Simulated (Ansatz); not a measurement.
Hf, response to strain

The parent structure is Hf in the hcp (Mg type) structure (space group P6_3/mmc, No. 194; a = 3.158 Å, c = 5.004 Å; relaxed with 0.1 eV smearing).

Strains are applied to the cell and any free atomic positions relax.

The values are results of Ansatz (a first-principles code), PBEsol, PAW, cutoff 420 eV, without spin-orbit coupling, not measurements.

Candidates:
(a) isotropic strain −0.50 %
(b) isotropic strain +3.00 %
(c) isotropic strain −2.00 %
(d) isotropic strain +2.50 %
(e) isotropic strain +1.00 %

Notes on the quantities. energy relative to the base: free energy F.

### Question
Order them by energy relative to the base, highest first.

### Answer
(b) isotropic strain +3.00 % (+57 meV/atom), (d) isotropic strain +2.50 % (+40 meV/atom), (c) isotropic strain −2.00 % (+29 meV/atom), (e) isotropic strain +1.00 % (+6.7 meV/atom), (a) isotropic strain −0.50 % (+1.7 meV/atom)

Whether these cells are dynamically stable was not tested. The final runs are not spin-polarised.
